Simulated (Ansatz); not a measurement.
Base system: MgO in the rock salt structure (space group Fm-3m, No. 225; a = 4.204 Å).

Level of theory: Kohn–Sham DFT with the r2SCAN functional, run in Ansatz (an electronic-structure program) with PAW and 500 eV plane waves, scalar-relativistic without spin-orbit coupling.

One change was made to it. Results:

| quantity | base | after |
|---|---|---|
| lattice parameter a | 4.204 Å | 4.018 Å |
| hole mass (degenerate bands, along [100]) | 0.42, 2.1, 2.1 mₑ (at Γ) | 0.44, 1.9, 1.9 mₑ (at Γ) |
| band gap | 5.68 eV | 7.19 eV |

Task: Which change produced these results?
A. pressure 100 GPa
B. pressure 30 GPa
C. pressure 7 GPa
D. pressure 3 GPa

Result: B, pressure 30 GPa. For comparison, the band gap in the other runs: pressure 3 GPa gives 5.86 eV; pressure 100 GPa gives 9.58 eV; pressure 7 GPa gives 6.09 eV.

Load acts through the strain it causes; cell and atoms are relaxed under it. Effective masses come from finite differences of ±0.01 Å⁻¹. No phonon test of stability was made. No other phases were tried under pressure.
